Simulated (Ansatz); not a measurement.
Take SnO₂ in the rutile structure (space group P4_2/mnm, No. 136; a = 4.8275 Å, c = 3.2382 Å) as the base.

Level of theory: PBE, PAW, 420 eV (Ansatz, a first-principles code; no spin-orbit coupling).

For the base:

- c/a ratio: 0.671
- Lattice parameter a: 4.828 Å

Perturbation: Ti takes the place of Sn on all its sites, then cell and atoms are relaxed.

### Question
What does the calculation give for the c/a ratio after the change?

### Answer
The c/a ratio drops by 0.0325 to 0.638.

### Question
What does the calculation give for the lattice parameter a after the change?

### Answer
The lattice parameter a shrinks by 0.1841 Å (4.828 Å → 4.643 Å).

No phonon test of stability was made. The final runs are not spin-polarised.
